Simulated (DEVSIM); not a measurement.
Structure: abrupt Ge p-n junction, at 300 K.

```tsv
layer (left to right)	material	thickness (μm)	Nd (cm⁻³)	Na (cm⁻³)	τn (s)	τp (s)
1	Ge	8.40	-	1.1e17	0.0007	0.0007
2	Ge	19.0	8e14	-	0.0007	0.0007
```

Left contact: ohmic. Right contact: ohmic. Voltage is applied to the left contact. Recombination: SRH at mid-gap, Auger. Mobility is constant in doping.

Constants are typed, rounded textbook-type inputs, not results; the design itself was drawn at random and stands for no fabricated device. Values at 300 K.

| parameter | Ge |
|---|---|
| gap (eV) | 0.664 |
| affinity (eV) | 4 |
| permittivity | 16 |
| Nc (cm⁻³) | 1.04e19 |
| Nv (cm⁻³) | 6e18 |
| μn (cm²/Vs) | 3900 |
| μp (cm²/Vs) | 1900 |
| Cn (cm⁶/s) | 1e-31 |
| Cp (cm⁶/s) | 1e-31 |

Simulated with DEVSIM: 1D drift-diffusion, Boltzmann statistics, complete ionisation; no tunnelling, impact ionisation, image-force lowering or self-heating.

Question: Give the small-signal capacitance in reverse bias (quasi-static).

Answer: 
| V (V) | C (nF/cm²) |
|---|---|
| -0.2 | 14.8 |
| -0.5 | 11.1 |
| -1 | 8.53 |
| -1.5 | 7.19 |
| -2 | 6.33 |
| -3 | 5.26 |
| -4 | 4.60 |
| -5 | 4.14 |
| -6.5 | 3.65 |
| -8 | 3.30 |
| -10 | 2.96 |
